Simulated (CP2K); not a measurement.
Input and output of a self-consistent single point for La2O3 (P-3m1, 5 atoms in the cell) (CP2K).

Method of the run: CP2K with PBE, GPW, DZVP-MOLOPT-SR-GTH basis, GTH-PBE potentials (GTH_POTENTIALS).

The change in words: lattice scaled by 0.98. Reference geometry:
```
CELL_PARAMETERS angstrom
      3.95908     0.00000     0.00000
     -1.97954     3.42867     0.00000
      0.00000     0.00000     6.15596
ATOMIC_POSITIONS crystal
  La 0.66667 0.33333 0.75376
  La 0.33333 0.66667 0.24624
  O  0.66667 0.33333 0.35411
  O  0.33333 0.66667 0.64589
  O  0.00000 0.00000 0.00000
```

Reference input (self-consistent single point, DFT PBE, GPW, DZVP-MOLOPT-SR-GTH basis, GTH-PBE potentials (GTH_POTENTIALS)): CUTOFF = 500 Ry; REL_CUTOFF = 50 Ry; KPOINTS/SCHEME = MONKHORST-PACK 7 7 4; GAMMA_CENTERED = T; XC_FUNCTIONAL = PBE; La/BASIS_SET = DZVP-MOLOPT-SR-GTH; La/POTENTIAL = GTH-PBE-q11; O/BASIS_SET = DZVP-MOLOPT-SR-GTH; O/POTENTIAL = GTH-PBE-q6; METHOD = GPW; EPS_DEFAULT = 1e-10; NGRIDS = 5. This run's input differs from it in these lines:

```diff
@@ -60,5 +60,5 @@
     &CELL
-      A 3.95908200 0.00000000 0.00000000
-      B -1.97954100 3.42866500 0.00000000
-      C 0.00000000 0.00000000 6.15595600
+      A 3.87990000 0.00000000 0.00000000
+      B -1.93995000 3.36009200 0.00000000
+      C 0.00000000 0.00000000 6.03283700
       PERIODIC XYZ
```

The program printed (abridged):

```
 SCF WAVEFUNCTION OPTIMIZATION

  Step     Update method      Time    Convergence         Total energy    Change
     1 NoMix/Diag. 0.20E+00      -     1.24018253      -112.5223655154 -1.13E+02
     2 Broy./Diag. 0.20E+00      -     0.21562733      -106.1637885247  6.36E+00
     3 Broy./Diag. 0.20E+00      -     0.17072855      -110.0445686020 -3.88E+00
     4 Broy./Diag. 0.20E+00      -     0.04879546      -111.9258128477 -1.88E+00
     5 Broy./Diag. 0.20E+00      -     0.03707815      -111.4537785304  4.72E-01
     6 Broy./Diag. 0.20E+00      -     0.00937284      -111.9190600555 -4.65E-01
   [... 4 lines left out ...]
    11 Broy./Diag. 0.20E+00      -     0.00001212      -111.8431364644  4.32E-04
    12 Broy./Diag. 0.20E+00      -     0.00001105      -111.8430755904  6.09E-05
    13 Broy./Diag. 0.20E+00      -     0.00000253      -111.8430570846  1.85E-05
    14 Broy./Diag. 0.20E+00      -     0.00000070      -111.8430752384 -1.82E-05
  *** SCF run converged in    14 steps ***

  Overlap energy of the core charge distribution:               0.00000000000629
  Self energy of the core charge distribution:               -252.18037751602188
  Core Hamiltonian energy:                                     61.39102255288326
  Hartree energy:                                              98.52429546658179
  Exchange-correlation energy:                                -19.57801574185661

  Total energy:                                              -111.84307523840715

                     Mulliken Population Analysis

 #  Atom  Element  Kind  Atomic population                           Net charge
       1     La       1          9.910134                              1.089866
       2     La       1          9.910134                              1.089866
   [... lines left out ...]

 STRESS| Analytical stress tensor [bar]
 STRESS|                        x                   y                   z
 STRESS|      x        1.02352172066E+05  -1.89165389100E+01  -4.81667803457E-01
 STRESS|      y       -1.89165389100E+01   1.02330362078E+05   2.92808785653E-01
 STRESS|      z       -4.81667803457E-01   2.92808785653E-01   8.77418641000E+04
 STRESS| 1/3 Trace                                             9.74747994148E+04
```

The run converged in 14 iterations. Against the reference run the free energy rises by 30.5 meV/atom, the pressure goes from 0.59 to 9.75 GPa, the largest force goes from 0.113 to 0.373 eV/Å and the gap on the mesh goes from 3.928 to 3.963 eV.

The starting cell comes from a database of computed structures (which also holds hypothetical and non-ambient phases and stackings), without a prior relaxation at this level. Its lattice was rescaled by a random factor within 2.5 % of one. For this run, on top of that: lattice scaled by 0.98. Values carry the incompleteness of an atom-centred basis. With a pressure of about 10 GPa the cell is away from its equilibrium volume at this level.

Cost on one core of a shared machine: roughly 2 min.
